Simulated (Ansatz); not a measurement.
Defect: Zn-vacancy pair (Zn on one host W site, one W site vacant) in bcc W, neutral cell. Calculation: PBE, PAW (plane waves to 420 eV; Ansatz, a program for electronic structure).

Settings: 36 host sites, the relaxed PBE lattice, a 2×2×3 k-point mesh shifted by half a step, smearing 0.10 eV, spin-restricted, no image-charge correction. Energies are static. Spin-orbit coupling is left out. Forms of the defect that were not tried may lie lower.

Barriers: single points on a 3×3×5 k-point mesh shifted by half a step at the bands' geometries.

Relaxed starting cell (atoms counted from 1):

```
W34Zn
1.0
    9.55287     0.00000     0.00000
    0.00000     9.55287     0.00000
    0.00000     0.00000     6.36858
Zn W
1 34
Direct
  0.01340   0.01347   0.02274
  0.99945   0.99951   0.50049
  0.00063   0.32879   0.00496
  0.00076   0.32970   0.49624
  0.99927   0.66823   0.00038
  0.99942   0.66534   0.50136
  0.32874   0.00068   0.00497
  0.32966   0.00082   0.49624
  0.32987   0.32992   0.00435
  0.33131   0.33136   0.49794
  0.33198   0.66527   0.00094
  0.33239   0.66577   0.50200
  0.66818   0.99932   0.00038
  0.66529   0.99947   0.50136
  0.66522   0.33203   0.00094
  0.66573   0.33244   0.50199
  0.66577   0.66582   0.00242
  0.66610   0.66615   0.50136
  0.16800   0.16805   0.74345
  0.16579   0.49648   0.25129
  0.16561   0.49803   0.75131
  0.16801   0.82995   0.25369
  0.16572   0.83434   0.75367
  0.49644   0.16584   0.25129
  0.49798   0.16566   0.75131
  0.49907   0.49911   0.25103
  0.49813   0.49817   0.75211
  0.49940   0.83297   0.25133
  0.49727   0.83438   0.75238
  0.82990   0.16806   0.25368
  0.83428   0.16577   0.75365
  0.83292   0.49945   0.25133
  0.83433   0.49731   0.75238
  0.83397   0.83401   0.25090
  0.83352   0.83356   0.75022
```

End state 1 differs by these moves (Å; atoms that move under 0.08 Å are left out):

```
atom  element    Δx    Δy    Δz
----  -------  ----  ----  ----
1          Zn  1.32  1.32  1.32
```

**Question.** Predict the forward and backward barriers to end state 1 from PBE, PAW.

**Answer.** forward 0.32 eV, backward 0.32 eV; at the saddle point atom 1 has neighbours 4 W at 2.67, 2 W at 2.69, 6 W at 3.42 Å. The saddle point's order was not checked, and it lies on a symmetry element of the cell, where a band can be held.
